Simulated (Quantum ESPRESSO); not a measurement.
A self-consistent single point of Mg2Au (Pnma, 12 atoms in the cell) with Quantum ESPRESSO.

Level of theory: PBEsol, GBRV 1.5 ultrasoft (PBESOL) pseudopotentials (plane waves; Quantum ESPRESSO 7.5).

```yaml
crystal:
  lattice:
    - [6.19823, 0.00000, 0.00000]
    - [0.00000, 4.33762, 0.00000]
    - [0.00000, 0.00000, 8.49967]
  atoms:
    - { symbol: Mg, position: [0.45884, 0.25000, 0.19442] }
    - { symbol: Mg, position: [0.54116, 0.75000, 0.80558] }
    - { symbol: Mg, position: [0.04116, 0.75000, 0.69442] }
    - { symbol: Mg, position: [0.95884, 0.25000, 0.30558] }
    - { symbol: Mg, position: [0.66563, 0.75000, 0.43998] }
    - { symbol: Mg, position: [0.33437, 0.25000, 0.56002] }
    - { symbol: Mg, position: [0.83437, 0.25000, 0.93998] }
    - { symbol: Mg, position: [0.16563, 0.75000, 0.06002] }
    - { symbol: Au, position: [0.26842, 0.25000, 0.87785] }
    - { symbol: Au, position: [0.73158, 0.75000, 0.12215] }
    - { symbol: Au, position: [0.23158, 0.75000, 0.37785] }
    - { symbol: Au, position: [0.76842, 0.25000, 0.62215] }
```

Reference input (self-consistent single point, DFT, PBEsol, plane waves, GBRV 1.5 ultrasoft (PBESOL) pseudopotentials): ecutwfc = 40 Ry; ecutrho = 320 Ry; occupations = smearing; smearing = cold; degauss = 0.0073499 Ry; potentials = {Mg: mg_pbesol_v1.4.uspp.F.UPF, Au: au_pbesol_v1.uspp.F.UPF}; K_POINTS = automatic 5 6 3 1 1 1; conv_thr = 1e-10 Ry. This run's input differs from it in these lines:

```diff
@@ -16,3 +16,3 @@
   smearing = 'cold',
-  degauss = 0.0073499,
+  degauss = 0.02205,
 /
@@ -42,3 +42,3 @@
 K_POINTS {automatic}
-5 6 3  1 1 1
+5 7 4  1 1 1
```

The program printed (abridged):

```
     Self-consistent Calculation

     iteration #  1     ecut=    40.00 Ry     beta= 0.70

     total energy              =   -1459.31144223 Ry
     estimated scf accuracy    <       2.28095330 Ry

     iteration #  2     ecut=    40.00 Ry     beta= 0.70

     total energy              =   -1459.78760045 Ry
     estimated scf accuracy    <       2.78261922 Ry

     iteration #  3     ecut=    40.00 Ry     beta= 0.70

     total energy              =   -1460.36195315 Ry
     estimated scf accuracy    <       0.00974993 Ry

   [... 8 blocks of this kind left out ...]

     iteration # 12     ecut=    40.00 Ry     beta= 0.70

     total energy              =   -1460.36862728 Ry
     estimated scf accuracy    <          2.2E-10 Ry

     iteration # 13     ecut=    40.00 Ry     beta= 0.70
     End of self-consistent calculation

     the Fermi energy is     9.1371 ev

!    total energy              =   -1460.36862728 Ry
     estimated scf accuracy    <          8.5E-12 Ry
     smearing contrib. (-TS)   =      -0.00202046 Ry
     internal energy E=F+TS    =   -1460.36660683 Ry

     convergence has been achieved in  13 iterations

     Forces acting on atoms (cartesian axes, Ry/au):

     atom    1 type  1   force =    -0.00051679    0.00000000   -0.00018844
     atom    2 type  1   force =     0.00051679   -0.00000000    0.00018844
     atom    3 type  1   force =     0.00051679   -0.00000000   -0.00018844
     atom    4 type  1   force =    -0.00051679    0.00000000    0.00018844
     atom    5 type  1   force =     0.00064273    0.00000000    0.00056163
   [... lines left out ...]

     Total force =     0.002788     Total SCF correction =     0.000007

          total   stress  (Ry/bohr**3)                   (kbar)     P=       -3.14
  -0.00002541   0.00000000   0.00000000           -3.74        0.00        0.00
   0.00000000   0.00003276   0.00000000            0.00        4.82        0.00
   0.00000000   0.00000000  -0.00007138            0.00        0.00      -10.50

   JOB DONE.
```

The run converged in 13 iterations. Against the reference run the free energy falls by 2.5 meV/atom, the pressure stays near -0.31 GPa while the yy stress (positive for compression) goes from 1.52 to 0.48 GPa and the largest force goes from 0.037 to 0.025 eV/Å.

The starting cell comes from a database of computed structures (which also holds hypothetical and non-ambient phases and stackings), without a prior relaxation at this level.

Cost on one core of a shared machine: roughly 8 min.
